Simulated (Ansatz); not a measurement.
LuH2 (Fm-3m), PBEsol, DFPT electron-phonon coupling, linearised Boltzmann equation in Ansatz (an electronic-structure program): phonon-limited resistivity 11.7 μΩ·cm at 300 K, current-weighted mean free path 11.9 nm, Drude plasma energy 5.13 eV.

Estimate the resistivity of a 80 nm square wire with diffuse walls from ρ ≈ ρ₀(1 + 3ℓ/4d).

1 + 0.75 × 11.9/80 = 1.11, so ρ ≈ 13.0 μΩ·cm and a line 1 μm long has 20.3 Ω. The formula is the free-electron limit for d well above ℓ; grain boundaries add to it.

What Drude relaxation time do resistivity and plasma energy imply?

ω_p = 7.79e15 s⁻¹, so τ = 1/(ε₀ ω_p² ρ) = 15.9 fs, a damping ħ/τ of 41.4 meV.

What is the classical skin depth at 1 GHz (nonmagnetic, μ₀ = 1.257×10⁻⁶ H/m)?

δ = √(ρ/(π f μ₀)) = 5440 nm.

A metal at this level (no band gap). Only scattering by harmonic phonons is included (no impurities, grain boundaries, electron-electron scattering or thermal expansion). Spin-orbit coupling is left out, which matters with elements this heavy. The run warned that the eigensolver left some states short of its tolerance. Halving the electron mesh (28x28x28) moves the resistivity by up to 1 % at 300 K, the mean free path by up to 2 %. Smearing 0.20 eV; phonons on a 5x5x5 q mesh, which this run doesn't test.

Formula and space group known from diffraction (Crystallography Open Database), not checked to be the room-temperature form: LuH2 (Fm-3m).
